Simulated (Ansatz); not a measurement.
Input:

```yaml
crystal:
  lattice:
    - [2.57573, 0.00000, 0.00000]
    - [1.28787, 2.23065, 0.00000]
    - [1.28787, -0.74355, 2.04639]
  atoms:
    - { symbol: C, position: [0.00037, 0.99981, 0.99944] }
    - { symbol: C, position: [0.49963, 0.25019, 0.75056] }
```

No spin polarisation.

Computed with PBEsol (Ansatz, a first-principles code), spin-orbit coupling left out. Γ-centred 16×16×16 mesh, Fermi–Dirac width 0.05 eV.

Task: Predict the pressure, hole mass and space group.

Result: The pressure (mean of the normal stresses, compression positive) comes out as -189.4 kbar. The hole mass is 0.21 mₑ out of plane, 0.60 mₑ in plane (at Γ) and the space group is R-3m (No. 166).

The levels and masses belong to the bands next to the band gap. The cells carry an imposed strain or load. Masses are band curvatures over ±0.01 Å⁻¹ around the edge. Whether these cells are dynamically stable was not tested. The cell was made from C in the diamond structure (space group Fd-3m, No. 227) by this change: biaxial strain +2.50 %, plane normal [111], relaxed out of plane.
